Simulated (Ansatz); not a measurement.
**InP: energy against strain**

InP (zinc blende, F-43m, 25.763 Å³/atom at rest) under an equal strain ε in the (001) plane with the normal axis free, as in a coherent film. r2SCAN in Ansatz, a plane-wave DFT program (PAW, default set), 500 eV, 10×10×10 Γ-centred mesh, Fermi-Dirac smearing 0.05 eV; ions are relaxed within the symmetry of each cell.

Here s stands for strain and y for E less E0.

| strain (%) | E less E0 (meV/atom) |
|---|---|
| -3.00 | ? |
| -1.50 | 3.48 |
| -1.00 | 1.53 |
| -0.50 | 0.38 |
| 0.00 | 0.00 |
| 0.50 | 0.37 |
| 1.00 | 1.47 |
| 1.50 | 3.26 |

**Question.** Fit y against s with a parabola, and predict the withheld value at s = -3.00.

**Answer.** Least squares gives y = 0.001 - 0.0564·s + 1.4976·s². Residuals (row less fit): 0.025, -0.025, -0.024, -0.001, 0.023, 0.028, -0.026; standard error 0.031 (degrees of freedom: 4). Twice the quadratic coefficient over the volume, 2 × 1.4976 meV × 10⁴ × 0.1602 / 25.763 Å³, is twice the biaxial elastic modulus of this plane = 186 ± 1.7 GPa. At the withheld row, y = 0.001 - 0.0564 × (-3.0) + 1.4976 × (-3.0)² = 13.649 meV/atom. The calculation gives 14.37 meV/atom, 0.721 meV/atom above the prediction (5.0 % of the range of y in the table). The row lies outside the fitted rows, so this is an extrapolation. From the scatter of the fitted rows alone, a prediction at this place has a standard error of 0.117 meV/atom, so the miss is 6.2 times that.

One order more, fitted to all 13 runs of the series, follows each within 0.01, so the miss is the next term of a smooth law. Rows are the converged runs of the series near zero and its far end; series whose fitted rows scatter by over a few per cent of the range, as at a crossing or softening among them, aren't shown in this form. Most that stay on the fit to the last digits aren't either.
